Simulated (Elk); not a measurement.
Band structure of HfMg₃ (Pmm2, 4 atoms in the cell).

```yaml
crystal:
  lattice:
    - [3.02573, 0.00000, 0.00000]
    - [0.00000, 5.08932, 0.00000]
    - [0.00000, 0.00000, 5.79351]
  atoms:
    - { symbol: Mg, position: [0.00000, 0.00000, 0.65808] }
    - { symbol: Mg, position: [0.00000, 0.50000, 0.33285] }
    - { symbol: Mg, position: [0.50000, 0.50000, 0.84918] }
    - { symbol: Hf, position: [0.50000, 0.00000, 0.15988] }
```

Computed with LDA (PW92), all-electron FP-LAPW, Elk's shipped species files, LAPW+lo basis in Elk.

Settings: rgkmax = 7.5; stype = 1; swidth = 0.00367493 Ha; ngridk = 5 3 3; gmaxvr = 14 1/bohr; nxoapwlo = 1; rmtscf = 0.96; maxscl = 100.

The starting cell comes from a database of computed structures (which also holds hypothetical and non-ambient phases and stackings), without a prior relaxation at this level. Spin-orbit coupling is off. Values depend on the basis (sphere radii, cutoffs, local orbitals), which need not be converged.

Levels in eV from the Fermi level, bands 25 to 32:
| point | 25 | 26 | 27 | 28 | 29 | 30 | 31 | 32 |
|---|---|---|---|---|---|---|---|---|
| Γ | -3.19 | -2.16 | -2.01 | -1.09 | -0.37 | 0.14 | 3.27 | 3.63 |
| X | -2.53 | -1.47 | -1.11 | -0.55 | 1.21 | 1.87 | 1.90 | 2.86 |
| S | -1.93 | -1.33 | -1.24 | -0.70 | 0.44 | 0.60 | 1.13 | 2.56 |
| Y | -5.35 | -2.09 | -2.03 | -1.20 | -0.60 | 0.09 | 2.98 | 3.57 |
| Z | -5.65 | -1.82 | -1.53 | -0.53 | 0.28 | 0.34 | 2.95 | 3.24 |
| U | -2.37 | -1.67 | -1.14 | -1.02 | 0.77 | 0.84 | 0.93 | 3.17 |
| R | -1.97 | -0.97 | -0.70 | -0.66 | -0.35 | -0.30 | 0.64 | 1.55 |
| T | -4.45 | -4.13 | -4.11 | -0.46 | 0.31 | 1.00 | 3.58 | 3.71 |

Bands cross the Fermi level along this path, so the cell is metallic at this level.
